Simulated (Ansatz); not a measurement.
Functionals compared on SiH3 on the 1x1 (111) surface of fcc Al, one in a 2x2 cell, started at the site 'top Al', in Ansatz (plane waves, PAW). The structure was relaxed with PBE; the other rows are single points on it, each with its references at the same level. Cutoff 420 eV (500 eV for r2SCAN).

Set-up: 20 atoms, 7.0 Å thick at the start under the adsorbate (thin: gaps and levels are the slab's own); mesh 6x6x1; 0.1 eV smearing; dipole correction on; 8 atoms held, the rest relaxed; symmetry of the start imposed; spin-polarised, no spin-orbit, no U, no dispersion correction. The starting moment vanished. At the end it is bonded to Al. In PBE it is, or lies within 0.03 eV of, the lowest of the starts that converged. These notes are the PBE run's. r2SCAN: The program's check for a lower electronic state was not made. Adsorption energies are against SiH4(g) − ½ H2(g). A negative adsorption energy means that the adsorbate is more stable on the surface than in its reference.

```csv
functional,adsorption energy (eV),work function of the top face (eV),change of the work function (eV),magnetic moment of the cell (μB),rough cost of the single point
PBE,0.02,4.87,0.84,0.00,–
RPBE,0.14,4.83,0.87,0.00,about 90 core-seconds (a rough figure)
r2SCAN,0.01,4.95,0.87,0.00,around 4 core-minutes (rough)
```

Ansatz is a quantum-chemistry and plane-wave program.
